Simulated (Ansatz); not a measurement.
Convergence study of the k-point mesh at a smearing width of 0.02 eV for Nb (Im-3m, 1 atom in the cell)

```yaml
crystal:
  lattice:
    - [-1.65825, 1.65825, 1.65825]
    - [1.65825, -1.65825, 1.65825]
    - [1.65825, 1.65825, -1.65825]
  atoms:
    - { symbol: Nb, position: [0.00000, 0.00000, 0.00000] }
```

Computed with PBE, PAW files (plane waves; Ansatz, a quantum-chemistry and plane-wave program).

Base settings: basis.ecutwfc = 420 eV; kpoints.mp_grid.grid = 14 14 14; hamiltonian.xc = pbe; hamiltonian.pseudopotentials = {kind: paw} (the program's default PAW files); scf.occupations.method = fermi_dirac; scf.occupations.width = 0.1 eV.

In this ladder: scf.occupations.width = 0.02 eV.

Only quantities that move along the ladder and can be compared are tabulated.

The count of work is k-points × plane waves × bands × iterations; it is no time. 

The starting cell has typed, rounded lattice constants, without a prior relaxation at this level. Its lattice was rescaled by up to half a per cent. Spin polarisation is off. Ansatz's pressure includes its estimate of the finite-basis (Pulay) stress.

Steps (kpoints.mp_grid.grid): 5 5 5; 6 6 6; 7 7 7; 9 9 9; 10 10 10; 13 13 13; 15 15 15; 18 18 18; 22 22 22; 27 27 27; 33 33 33.

Q: What is the coarsest kpoints.mp_grid.grid that holds the free energy within 2 meV/atom of the last step, with all finer ones?

A: 18 18 18, at 0.20 of the last step's count of work; the step before is off by 2.2 meV/atom.

Q: What is the coarsest kpoints.mp_grid.grid that holds the pressure within 1 GPa of the last step, with all finer ones?

A: 7 7 7, at 0.021 of the last step's count of work; the step before is off by 2.8 GPa.

| kpoints.mp_grid.grid | free energy less the last step's (meV/atom) | pressure (GPa) | count of work / last |
|---|---|---|---|
| 5 5 5 | 56.33 | -2.72 | 0.010 |
| 6 6 6 | 14.46 | -3.78 | 0.017 |
| 7 7 7 | 26.87 | -0.38 | 0.021 |
| 9 9 9 | -7.74 | -1.32 | 0.036 |
| 10 10 10 | 22.97 | -0.66 | 0.049 |
| 13 13 13 | -5.43 | -1.55 | 0.087 |
| 15 15 15 | 2.23 | -0.84 | 0.12 |
| 18 18 18 | 1.04 | -0.93 | 0.20 |
| 22 22 22 | 0.34 | -1.00 | 0.34 |
| 27 27 27 | 0.64 | -1.10 | 0.58 |
| 33 33 33 | 0.00 | -1.02 | 1.0 |

Keys are those of Ansatz 0.2.
